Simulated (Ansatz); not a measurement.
## PBE against PBEsol: BaTiO3, isotropic strain −3.56 %

Consider BaTiO₃ (space group P4mm, No. 99; a = 3.9851 Å, c = 4.2043 Å).

(Cell as relaxed with PBE.)

Levels (all Ansatz, a first-principles code, PAW, earlier PAW set): PBE (420 eV, spin-orbit coupling left out); PBEsol (420 eV, no spin-orbit coupling).

Each level relaxes its own structure.

```csv
base,PBE,PBEsol
volume per atom,13.35 Å³,12.66 Å³
lattice parameter a,398.5 pm,395.5 pm
band gap,1.85 eV,1.85 eV
```

The change: the cell is scaled by 0.9644 in all directions; the atoms relax in the strained cell.

```csv
quantity,PBE,PBEsol
shift of the gap caused by the change,+0.14 eV,+0.07 eV
"pressure (mean of the normal stresses, compression positive)",18.12 GPa,21.96 GPa
band gap,1.99 eV,1.92 eV
largest internal atomic displacement,0.066 Å,0.094 Å
gap character,"indirect, A → Γ",direct at Γ
```

PBE's shift of the gap caused by the change lies 0.07 eV above PBEsol's; PBE's pressure lies 3.84 GPa below PBEsol's; PBE's band gap lies 0.07 eV above PBEsol's; PBE's largest internal atomic displacement lies 0.0285 Å below PBEsol's; they disagree on the gap character. Neither level is exact; PBEsol is the comparison here, not a measurement.

Whether these cells are dynamically stable was not tested. The final runs are not spin-polarised.
